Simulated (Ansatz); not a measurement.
Functionals compared on a constructed model of the (110) surface of bcc V, a pseudomorphic layer of In in the host's stacking (bottom of the slab: a bare face, its two planes held), in Ansatz (plane waves, PAW). The structure was relaxed with PBE; the other rows are single points on it. Cutoff 420 eV (500 eV for r2SCAN).

Model: 7-atom slab, 13.3 Å thick at the start, 15x15x1 mesh, Fermi-Dirac 0.1 eV, dipole correction, 2 atoms held, the rest relaxed; symmetry of the start imposed; no spin, no spin-orbit, no U. It is one candidate, not shown to be the stable structure of the face. These notes are the PBE run's.

```
functional  work function of the top face (eV)          rough cost of the single point
----------  ----------------------------------  --------------------------------------
PBE                                       3.56                                       –
RPBE                                      3.42          around 50 core-seconds (rough)
r2SCAN                                    3.59  about 70 core-seconds (a rough figure)
```

Ansatz is an electronic-structure program.
